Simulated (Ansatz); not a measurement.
Results of LDA in Ansatz (plane waves, PAW) for cubic perovskite BaHfO3.

Settings: plane-wave cutoff 520 eV, 6×6×6 k mesh, scalar-relativistic PAW data made under PBE.

Computed at the level's own relaxed cell.

Hill averages of the elastic tensor: K = 182.6 GPa, G = 112.4 GPa. Volume 14.003 Å³/atom, mean atomic mass 72.763 u.

Task: Work out the density, the sound velocities of a polycrystal and the elastic Debye temperature at this level.

Result: ρ = 1.66054 × 72.763/14.003 = 8.629 g/cm³. v_l = √[(K + 4G/3)/ρ] = 6.207 km/s and v_t = √(G/ρ) = 3.609 km/s. The mean follows from 3/v_m³ = 1/v_l³ + 2/v_t³: v_m = 4.004 km/s. Θ_D = (ħ/k_B) v_m (6π²/V)^(1/3) = 76.38 K Å s/km × 4.004 × 1.6171 Å⁻¹ = 495 K, counting all atoms of the cell.

Note: the relaxation could not lower the start's symmetry, so the cell can be a saddle point above a distorted one.

Ansatz is a program for electronic structure.
